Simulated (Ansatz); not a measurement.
Co on the 1x1 (0001) surface of corundum (cut with top plane Al), one in a 1x1 cell, energies for each (20.0 Å²). Energies are against an atom of hcp Co, ferromagnetic, without zero-point or thermal terms; each row is named by its start (#2, #3: further inequivalent places of a kind).

Host crystal: corundum, with a band gap (PBE, scalar-relativistic without spin-orbit coupling).

Calculation: PBE (plane waves to 420 eV, PAW; Ansatz, a first-principles code).

Slab: 21 atoms, 6.7 Å thick at the start under the adsorbate (thin: gaps and levels are the slab's own); k 6x6x1, smearing 0.01 eV, dipole-corrected; 9 atoms held, the rest relaxed; each run with such symmetry as its start has; spin-polarised, no spin-orbit, no U, no dispersion correction.

A negative adsorption energy means that the adsorbate is more stable on the surface than in its reference. Starts that drift may end in the same place. Heights count from the host atoms within 0.3 Å of the top one. Moments of ungapped slabs depend on the mesh.

```tsv
starting site	E_ads (eV)	height (Å)	nearest host atom (Å)	bonded to	change of the vacuum step (eV)	lateral drift (Å)	moment (μB)
top Al	4.45	2.75	Al 2.56	Al	-1.77	0.0	3.0
top O	3.23	0.79	O 2.12	Al + 3 O	0.74	1.5	2.1
over Al at depth 1.0 Å	3.71	0.91	O 2.21	Al + 3 O	0.66	0.0	2.1
over Al at depth 1.2 Å	3.23	0.78	O 2.12	Al + 3 O	0.74	0.0	2.1
hollow Al-O-O-O over O at depth 2.3 Å	3.23	0.79	O 2.12	Al + 3 O	0.73	1.6	2.1
hollow Al-O-O-O over O at depth 2.3 Å #2	3.23	0.78	O 2.12	Al + 3 O	0.74	1.7	2.1
bridge O-O (span 2.6 Å)	3.23	0.78	O 2.12	Al + 3 O	0.74	0.8	2.1
```
